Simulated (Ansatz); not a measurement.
## 1T (CdI2-type) MnBr2

Level of theory: rVV10 (Ansatz, an electronic-structure program, plane waves, PAW).

Settings: plane-wave cutoff 520 eV, 12×12×6 k mesh (along the axes of the cell as run), Fermi–Dirac smearing 0.01 eV, spin-polarised with parallel moments, scalar-relativistic PAW data made under PBE.

Cell (relaxed at this level):

```cif
data_Br2Mn
_chemical_formula_sum 'Mn1 Br2'
_space_group_name_H-M_alt 'P 1'
_space_group_IT_number 1
_cell_length_a 3.88065
_cell_length_b 3.88065
_cell_length_c 6.18617
_cell_angle_alpha 90.000
_cell_angle_beta 90.000
_cell_angle_gamma 120.000
loop_
_space_group_symop_operation_xyz
  'x, y, z'
loop_
_atom_site_label
_atom_site_type_symbol
_atom_site_fract_x
_atom_site_fract_y
_atom_site_fract_z
_atom_site_occupancy
Mn1 Mn 0.00000 0.00000 0.00000 1
Br1 Br 0.33333 0.66667 0.24697 1
Br2 Br 0.66667 0.33333 0.75303 1
```
Starting moments (μB, in the order of the record's atoms Mn Br Br): 4.0 0.0 0.0.

```yaml
bulk modulus B0: 22.4 GPa
band_gap: 1.33 eV (indirect)
smallest_direct_gap_on_the_k_points_sampled: 1.40 eV
direct gap at Γ: 1.77 eV
```

Note: the magnetic order was assumed, not searched for or taken from measurement; the bulk modulus comes from volumes at which shape and atoms were relaxed.

Spin–orbit coupling is not included.

Static lattice: no zero-point or thermal effects.

It cost roughly 12 core-minutes of CPU time.
